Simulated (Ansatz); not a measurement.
Amorphous Hf₁₈O₃₅F₂, 55 atoms at 8.88 g/cm³, one PBE-relaxed geometry, zone centre. Methods: PBE, scalar-relativistic without spin-orbit coupling (Ansatz, a first-principles code); r2SCAN, scalar-relativistic without spin-orbit coupling (Ansatz); HSE06, scalar-relativistic without spin-orbit coupling (Ansatz). Plane waves to 420 eV (r2SCAN 500 eV); exact exchange is cut at the cell's faces. At PBE the levels at the filled edge of the gap are localised (band-tail or defect states), and the nearest spread-out levels lie 4.2 eV apart at the zone centre. All rungs ran without spin polarisation.

Preparation: random packing, a CHGNet melt and quench, and a DFT relaxation. O and F atoms were pushed apart under 1.9 Å during the dynamics, to hinder bonds among them. The hot cell started wider than the set density and was brought back towards it in steps. It is the lowest in DFT energy of 2 quenches. It is a model cell: composition and starting density were chosen by hand, and all elements were melted together. No dispersion term was used. Its density started from a set value of 8.88 and ended at 8.88 g/cm³. Cooling (nominally 300 K/ps over its main leg) ran many orders faster than in experiment, which tends to leave more defects and strain. A cell of this size samples the disorder only roughly. The volume was held where the preparation left it and the shape relaxed, at a PBE pressure of 1.5 GPa. Stress components on the final sampling reach 1.6 GPa. On a 2×2×2 Γ-centred mesh force components of up to 0.12 eV/Å stay, since the relaxation ran on the zone centre alone.

The relaxation ran on the zone centre alone. At PBE the level gap is 3.88 eV on a 2×2×2 Γ-centred mesh, and the spacing at the zone centre alone 3.94 eV.

### Question
What zone-centre spacing does r2SCAN give, roughly?

### Answer
4.39 eV (+0.46 eV against PBE).

### Question
What zone-centre spacing does HSE06 give, roughly?

### Answer
5.50 eV (+1.56 eV against PBE).

The highest filled and the lowest empty state spread over these numbers of atoms (participation numbers): PBE: 8.5 and 16.6; r2SCAN: 8.3 and 15.2; HSE06: 8.1 and 17.3.
